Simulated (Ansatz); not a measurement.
## Ca: uniaxial strain ε_zz = −1.00 %

Consider Ca in the fcc (Cu type) structure (space group Fm-3m, No. 225; a = 5.4558 Å; relaxed with 0.1 eV smearing). Axes: x, y, z lie along the cube axes.

It is then changed as follows: the cell is compressed by 1.00 % along z with no lateral relaxation; the atoms relax in the strained cell.

All numbers come from PBEsol (Ansatz, an electronic-structure program, PAW, no spin-orbit coupling). k-mesh 21×21×21 (Γ-centred); smearing 0.1 eV (Fermi–Dirac).

```tsv
quantity	base	changed	shift
volume per atom	40.60 Å³	40.19 Å³	-0.41 Å³
space group	Fm-3m (No. 225)	I4/mmm (No. 139)	–
shortest interatomic distance	7.290 bohr	7.254 bohr	-0.036 bohr
energy relative to the base (free energy F)	0 meV/atom	+0.3 meV/atom	+0.3 meV/atom
pressure (mean of the normal stresses, compression positive)	0.0 GPa	0.2 GPa	+0.2 GPa
band gap	zero	zero	–
stress (xx, yy, zz, yz, xz, xy; compression positive)	–	(0.2, 0.2, 0.2, 0.0, 0.0, 0.0) GPa	–
```

No phonon test of stability was made.
